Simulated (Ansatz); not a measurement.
A self-consistent single point of Pb (Fm-3m, 1 atom in the cell) with Ansatz (an electronic-structure program).

Computed with PBE (plane waves, PAW; Ansatz).

```xyz
1
Lattice="0.0000 2.4676 2.4676 2.4676 0.0000 2.4676 2.4676 2.4676 0.0000" Properties=species:S:1:pos:R:3 pbc="T T T"
Pb     0.0000     0.0000     0.0000
```

Reference input (self-consistent single point, DFT, PBE, plane waves, default PAW files): basis.ecutwfc = 420 eV; kpoints.mp_grid.grid = 12 12 12; hamiltonian.xc = pbe; hamiltonian.pseudopotentials = {kind: paw} (the program's default PAW files); scf.occupations.method = gaussian; scf.occupations.width = 0.1 eV. This run's input differs from it in these lines:

Ansatz 0.2 input:
```diff
@@ -8,3 +8,3 @@
 basis:
-  ecutwfc: 420.0 eV
+  ecutwfc: 250.0 eV
 kpoints:
```

The program printed (abridged):

```
SCF iter   1: F=—  HF=-11905.764793 eV  |F-HF|=—  |Δ(HF+E_count)|=         —  Δρ=1.72e-2  dr2=3.70e-2  ethr=1.77e-3  ⟨swp⟩=5.7  Hψ=4849  notcnv=0
all-band conjugate gradients solve this SCF's bands
preconditioner: auto → none
SCF iter   2: F=—  HF=-11905.753657 eV  |F-HF|=—  |Δ(HF+E_count)|=   1.11e-2  Δρ=8.41e-3  dr2=7.82e-3  ethr=2.64e-4  ⟨swp⟩=1.9  Hψ=1565  notcnv=0  defer=2
SCF iter   3: F=—  HF=-11905.751496 eV  |F-HF|=—  |Δ(HF+E_count)|=   2.16e-3  Δρ=6.55e-4  dr2=4.16e-5  ethr=5.58e-5  ⟨swp⟩=2.0  Hψ=1203  notcnv=0  defer=2
SCF iter   4: F=—  HF=-11905.751580 eV  |F-HF|=—  |Δ(HF+E_count)|=   8.41e-5  Δρ=6.74e-5  dr2=6.92e-7  ethr=2.97e-7  ⟨swp⟩=2.0  Hψ=930  notcnv=0  defer=2
SCF iter   5: F=—  HF=-11905.751582 eV  |F-HF|=—  |Δ(HF+E_count)|=   1.21e-6  Δρ=2.58e-5  dr2=1.99e-7  ethr=4.95e-9  ⟨swp⟩=2.0  Hψ=1277  notcnv=0  defer=2
SCF iter   6: F=-11905.751582 eV  HF=-11905.751582 eV  |F-HF|=7.25e-9  |Δ(HF+E_count)|=   1.07e-7  Δρ=6.40e-6  dr2=1.02e-8  ethr=7.14e-10  ⟨swp⟩=6.2  Hψ=3795  notcnv=0
SCF 1 converged in 6 iterations: F = -11905.751582 eV  dr2 = 1.02e-8
Free energy (F): -11905.751582 eV
Internal energy: -11905.744976 eV  (E = F + TS)
E sigma→0 (E₀):  -11905.748279 eV
Entropy (-TS):   -0.006606 eV (-6.606 meV/atom)
Fermi energy:    11.178707 eV
--- Forces (eV/Å), atoms counted from 1 ---
  atom   1  Pb     0.00000000     0.00000000     0.00000000
--- Stress (GPa, compression-positive) ---
        2.455926       0.000000      -0.000000
        0.000000       2.455926      -0.000000
        0.000000      -0.000000       2.455926
  P = ⅓ Tr σ = 2.4559 GPa (24.559 kbar)
  The stress holds the Pulay correction. Without it, at fixed plane waves, as pw.x and ABINIT print it: P = -23.1387 GPa
```

The run converged in 6 iterations. Against the reference run the free energy rises by 634 meV/atom and the pressure goes from 3.15 to 2.46 GPa.

The starting cell has typed, rounded lattice constants, without a prior relaxation at this level. Its lattice was rescaled by up to half a per cent. Ansatz's pressure includes its estimate of the finite-basis (Pulay) stress. Without the estimate this run gives -23.14 GPa. The cutoff lies below the one recommended for these files.
